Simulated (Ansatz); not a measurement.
Ansatz (a program for electronic structure), DFT, PBE, plane waves, its default PAW files, spin-polarised: MoS2 (from the phase in space group 160, mp-1434), 3 atoms, spin-polarised from a ferromagnetic start (2 μB on Mo), ending non-magnetic. Basis and mesh were picked for this test and aren't claimed converged.

```json
{
  "cell": "6.74, 6.74, 6.74 Å; 27.3, 27.3, 27.3°",
  "task": "single point",
  "k mesh": "8×8×8",
  "hamiltonian.xc": "pbe",
  "kind_of_files": "paw",
  "scf.occupations.method": "fermi_dirac",
  "scf.occupations.width": "0.05 eV",
  "output.forces": "true",
  "magnetization.spin_polarized": "true",
  "binding of workers (--pin)": "off",
  "k-point pools (--kpoint-pools)": "1",
  "memory maximum (--max-ram)": "8GiB",
  "accuracy": "medium (default)",
  "basis.precision": "auto (default)",
  "basis.xc_grid": "2 (default)",
  "scf.eigensolver.kind": "auto (default)",
  "scf.mixing.algorithm": "auto (default)",
  "scf.mixing.preconditioner": "auto (default)",
  "scf.convergence.dr2_threshold": "1e-07 (default)",
  "scf.lower_state_search": "light (default)",
  "k-points after symmetry (for each spin)": "65",
  "bands_at_the_start": "18",
  "electrons": "26",
  "plane waves at Γ": "1155",
  "cutoff (eV)": "420",
  "FFT grid": "24×24×48",
  "symmetry_operations": "6"
}
```

One run each. The counts of a restarted run leave out the earlier run.

All on 4 threads. Base settings, kept where nothing else is said: earlier_run = none (default) (scf.initial_density.chi_scale, scf.initial_density.normalization, checkpoint.read, checkpoint.density_extrapolation, kpoints.initial_grid not set). The settings tried:
- checkpoint.read = first.ck, earlier_run = first_atom_moved_ang=0 orbitals_saved=true scf.convergence.dr2_threshold=0.001
- checkpoint.read = first.ck, earlier_run = first_atom_moved_ang=0.1 orbitals_saved=false, checkpoint.density_extrapolation = none
- checkpoint.read = first.ck, earlier_run = first_atom_moved_ang=0 orbitals_saved=false scf.convergence.dr2_threshold=0.001
- checkpoint.read = first.ck, earlier_run = first_atom_moved_ang=0.03 orbitals_saved=true, checkpoint.density_extrapolation = none
- checkpoint.read = first.ck, earlier_run = first_atom_moved_ang=0 orbitals_saved=false hamiltonian.xc=lda
- checkpoint.read = first.ck, earlier_run = first_atom_moved_ang=0 orbitals_saved=false kpoints.mp_grid.grid=4×4×4
- checkpoint.read = first.ck, earlier_run = first_atom_moved_ang=0.1 orbitals_saved=false, checkpoint.density_extrapolation = follow_atoms
- scf.initial_density.chi_scale = 0.1
- the base settings
- checkpoint.read = first.ck, earlier_run = first_atom_moved_ang=0.03 orbitals_saved=false
- checkpoint.read = first.ck, earlier_run = first_atom_moved_ang=0.1 orbitals_saved=false
- checkpoint.read = first.ck, earlier_run = first_atom_moved_ang=0.3 orbitals_saved=false
- kpoints.initial_grid = auto
- scf.initial_density.chi_scale = 0, scf.initial_density.normalization = cell

**Question.** Which settings need the fewest SCF iterations, which the most, and do any fail to converge?

**Answer.** Fewest SCF iterations, with those close behind: checkpoint.read = first.ck, earlier_run = first_atom_moved_ang=0 orbitals_saved=true scf.convergence.dr2_threshold=0.001 (2); checkpoint.read = first.ck, earlier_run = first_atom_moved_ang=0 orbitals_saved=false scf.convergence.dr2_threshold=0.001 (3). Most among those that reach the base run's result: kpoints.initial_grid = auto (26). All converged. In the base run the program took: scf.mixing.algorithm MSR1, scf.eigensolver.kind band_cg, --slots 4.

```tsv
setting	SCF iterations	applications of H to a band	end
checkpoint.read = first.ck, earlier_run = first_atom_moved_ang=0 orbitals_saved=true scf.convergence.dr2_threshold=0.001	2	14740	converged
checkpoint.read = first.ck, earlier_run = first_atom_moved_ang=0 orbitals_saved=false scf.convergence.dr2_threshold=0.001	3	34075	converged
checkpoint.read = first.ck, earlier_run = first_atom_moved_ang=0.03 orbitals_saved=false	6	40788	converged
checkpoint.read = first.ck, earlier_run = first_atom_moved_ang=0 orbitals_saved=false kpoints.mp_grid.grid=4×4×4	6	41491	converged
checkpoint.read = first.ck, earlier_run = first_atom_moved_ang=0.1 orbitals_saved=false	7	42389	converged
checkpoint.read = first.ck, earlier_run = first_atom_moved_ang=0.3 orbitals_saved=false	8	43552	converged
checkpoint.read = first.ck, earlier_run = first_atom_moved_ang=0 orbitals_saved=false hamiltonian.xc=lda	8	41770	converged
checkpoint.read = first.ck, earlier_run = first_atom_moved_ang=0.1 orbitals_saved=false, checkpoint.density_extrapolation = none	9	50410	converged
checkpoint.read = first.ck, earlier_run = first_atom_moved_ang=0.03 orbitals_saved=true, checkpoint.density_extrapolation = none	9	45317	converged
checkpoint.read = first.ck, earlier_run = first_atom_moved_ang=0.1 orbitals_saved=false, checkpoint.density_extrapolation = follow_atoms	12	75364	converged
the base settings	13	66742	converged
scf.initial_density.chi_scale = 0.1	13	66742	converged
scf.initial_density.chi_scale = 0, scf.initial_density.normalization = cell	13	66742	converged
kpoints.initial_grid = auto	26	79963	converged
```

Keys are those of Ansatz 0.2.
